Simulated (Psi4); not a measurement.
Psi4 1.11, TPSS/def2-svp: La(F)(OMe)2 (C[O][La]([F])[O]C), 12 atoms. The geometry is a generated start, not checked to be a minimum at this level.

| Item | Result |
|---|---|
| task | energy |
| method | tpss |
| basis | def2-svp |
| memory | 3 GB |
| maxiter | 100 |
| keys of the molecule block | symmetry c1 |
| scf_type | df (default) |
| guess | auto, which took SAD (default) |
| scf_initial_accelerator | adiis (default) |
| e_convergence | 1e-06 (default) |
| d_convergence | 1e-06 (default) |
| dft_radial_points | 75 (default) |
| dft_spherical_points | 302 (default) |
| effective core potentials | those of the basis set, past Kr |
| basis functions | 132 |
| grid points | 258350 |

```xyz
12

La     0.4944     0.5680     0.5353
F      0.7491     2.4898     1.1389
O     -0.9332     0.4038    -0.7933
C     -1.5679     1.6076    -1.1013
H     -0.9178     2.4777    -0.8452
H     -1.7796     1.6451    -2.1829
H     -2.5253     1.6956    -0.5619
O      1.5465    -0.9449     1.2361
C      1.2791    -2.2180     0.7445
H      1.1077    -2.1916    -0.3569
H      2.1469    -2.8713     0.9374
H      0.4002    -2.6617     1.2492
```

Charge 0 and multiplicity 1 are set for this test and not shown to be the ground state.

One run each on 2 threads. Values of diis_max_vecs tried: 3, 6, 10 (default), 20.

**Question.** How does the count of SCF iterations change with diis_max_vecs, and where is it least?

**Answer.** Fewest SCF iterations, within one of each other: 6 with 11, 10 (default) with 10, 20 with 10. The count rises to 24 at 3. All converge to one solution.

| diis_max_vecs | SCF iterations | end |
|---|---|---|
| 3 | 24 | same solution |
| 6 | 11 | same solution |
| 10 (default) | 10 | same solution |
| 20 | 10 | same solution |
